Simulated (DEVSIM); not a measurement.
Device: Al/SiON/n-GaAs capacitor, at 400 K.

| layer (left to right) | material | thickness (nm) | Nd (cm⁻³) |
|---|---|---|---|
| 1 | SiON | 2.20 | - |
| 2 | GaAs | 8100 | 6.4e15 |

Metal gate on the left, work function 4.1 eV. Fixed charge at the semiconductor interface 6.8e11 cm⁻² (in units of +e); no interface traps.

Constants are typed, rounded textbook-type inputs, not results; the design itself was drawn at random and stands for no fabricated device. Values at 300 K; Nc and Nv go as T^1.5, mobilities as T to minus their exponent, the gap by Varshni's rule with the affinity fixed.

```csv
parameter,SiON,GaAs
gap (eV),7,1.424
affinity (eV),1.4,4.07
permittivity,5.5,12.9
Nc (cm⁻³),-,4.7e17
Nv (cm⁻³),-,9e18
Varshni α (eV/K),-,0.000541
Varshni β (K),-,204
```

DEVSIM, 1D Poisson equation in equilibrium, Boltzmann statistics, complete ionisation; no quantum confinement or tunnelling. Metal contacts follow the ideal Schottky-Mott rule: no Fermi-level pinning, no interface dipoles.

Q: Tabulate band edges, carrier densities and field at -0.9 V on the gate.

A: Energies count from the Fermi level of the right contact; mesh points crowd at the junctions.

```csv
x (μm),Ec (eV),Ev (eV),n (cm⁻³),p (cm⁻³),field (V/cm)
0.000,3.600,-3.400,< 1e2,< 1e2,-300000
0.0008890,3.573,-3.427,< 1e2,< 1e2,-300000
0.001778,3.546,-3.454,< 1e2,< 1e2,-300000
0.002782,0.861,-0.516,1.0e7,4.4e12,-35000
0.006195,0.849,-0.528,1.4e7,3.1e12,-34000
0.01228,0.829,-0.548,2.6e7,1.7e12,-34000
0.02639,0.782,-0.595,1.0e8,4.4e11,-32000
0.07353,0.639,-0.738,6.4e9,7.0e9,-28000
0.1591,0.431,-0.946,2.7e12,1.7e7,-20000
0.3576,0.195,-1.183,2.6e15,17000,-4400
0.7784,0.163,-1.214,6.4e15,7000,≈ 0
2.301,0.163,-1.214,6.4e15,6900,≈ 0
4.798,0.163,-1.214,6.4e15,6900,≈ 0
6.638,0.163,-1.214,6.4e15,6900,≈ 0
7.591,0.163,-1.214,6.4e15,6900,≈ 0
7.868,0.163,-1.214,6.4e15,6900,≈ 0
7.999,0.163,-1.214,6.4e15,6900,≈ 0
8.056,0.163,-1.214,6.4e15,6900,≈ 0
8.087,0.163,-1.214,6.4e15,6900,≈ 0
8.096,0.163,-1.214,6.4e15,6900,≈ 0
8.100,0.163,-1.214,6.4e15,6900,≈ 0
8.102,0.163,-1.214,6.4e15,6900,≈ 0
```
